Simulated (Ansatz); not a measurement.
The starting structures come from a database of crystals and need not be the phases stable at ambient conditions.

 Where the default PAW files enter, the runs use the earlier of Ansatz's two default sets.

**Evanescent states of RbBiF6 (R-3, not sure to be the ambient phase, 8 atoms a cell, 16.5 Å³ an atom, -2 GPa at this level) along the normal of (101)**

All values below come from r2SCAN (plane waves, PAW; Ansatz, a quantum-chemistry and plane-wave program).

The gap is the functional's own, uncorrected, and κ follows it; spin-orbit coupling is left out. Mid-gap values are interpolated between the computed energies.

Energies count from the valence-band top; κ is the least over a 6×6 mesh across the current.

```json
[
 {"E (eV)": "0.09", "κ (1/Å)": "0.238", "where": "off Γ"},
 {"E (eV)": "0.26", "κ (1/Å)": "0.344", "where": "Γ"},
 {"E (eV)": "0.42", "κ (1/Å)": "0.380", "where": "Γ"},
 {"E (eV)": "0.59", "κ (1/Å)": "0.406", "where": "Γ"},
 {"E (eV)": "0.77", "κ (1/Å)": "0.426", "where": "Γ"},
 {"E (eV)": "0.94", "κ (1/Å)": "…", "where": "Γ"},
 {"E (eV)": "1.10", "κ (1/Å)": "…", "where": "Γ"},
 {"E (eV)": "1.27", "κ (1/Å)": "…", "where": "Γ"},
 {"E (eV)": "1.45", "κ (1/Å)": "…", "where": "Γ"},
 {"E (eV)": "1.61", "κ (1/Å)": "…", "where": "Γ"},
 {"E (eV)": "1.78", "κ (1/Å)": "…", "where": "Γ"},
 {"E (eV)": "1.96", "κ (1/Å)": "…", "where": "Γ"},
 {"E (eV)": "2.12", "κ (1/Å)": "…", "where": "Γ"},
 {"E (eV)": "2.29", "κ (1/Å)": "…", "where": "Γ"},
 {"E (eV)": "2.46", "κ (1/Å)": "…", "where": "Γ"},
 {"E (eV)": "2.63", "κ (1/Å)": "…", "where": "Γ"},
 {"E (eV)": "2.81", "κ (1/Å)": "0.387", "where": "Γ"},
 {"E (eV)": "2.98", "κ (1/Å)": "0.357", "where": "Γ"},
 {"E (eV)": "3.15", "κ (1/Å)": "0.317", "where": "Γ"},
 {"E (eV)": "3.31", "κ (1/Å)": "0.261", "where": "Γ"},
 {"E (eV)": "3.48", "κ (1/Å)": "0.165", "where": "Γ"}
]
```

**Question.** Some entries are withheld; supply them.

**Answer.** 
- 0.94, κ (1/Å): 0.441
- 1.10, κ (1/Å): 0.451
- 1.27, κ (1/Å): 0.458
- 1.45, κ (1/Å): 0.462
- 1.61, κ (1/Å): 0.464
- 1.78, κ (1/Å): 0.462
- 1.96, κ (1/Å): 0.458
- 2.12, κ (1/Å): 0.451
- 2.29, κ (1/Å): 0.441
- 2.46, κ (1/Å): 0.427
- 2.63, κ (1/Å): 0.410
